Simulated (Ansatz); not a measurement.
Here is the system:

```
CELL_PARAMETERS angstrom
      3.06336     0.00000     0.00000
     -1.53168     2.73500     0.00000
      0.00000     0.00000     5.00450
ATOMIC_POSITIONS crystal
  Hf 0.66221 0.32442 0.75000
  Hf 0.33779 0.67558 0.25000
```

No spin polarisation.

Method: DFT with PBEsol, PAW potentials and a 420 eV plane-wave cutoff in Ansatz (a program for electronic structure), without spin-orbit coupling. Γ-centred 21×21×12 mesh, Fermi–Dirac width 0.1 eV.

**Question.** Predict the band gap.

**Answer.** Zero.

**Question.** What is the computed space group?

**Answer.** Cmcm (No. 63).

**Question.** What pressure (mean of the normal stresses, compression positive) does the calculation give?

**Answer.** 3.6 GPa.

The cells carry an imposed strain or load. Stability against distortions was not tested. The final runs are not spin-polarised. The cell was made from Hf in the hcp (Mg type) structure (space group P6_3/mmc, No. 194) by this change: uniaxial strain ε_xx = −3.00 %.
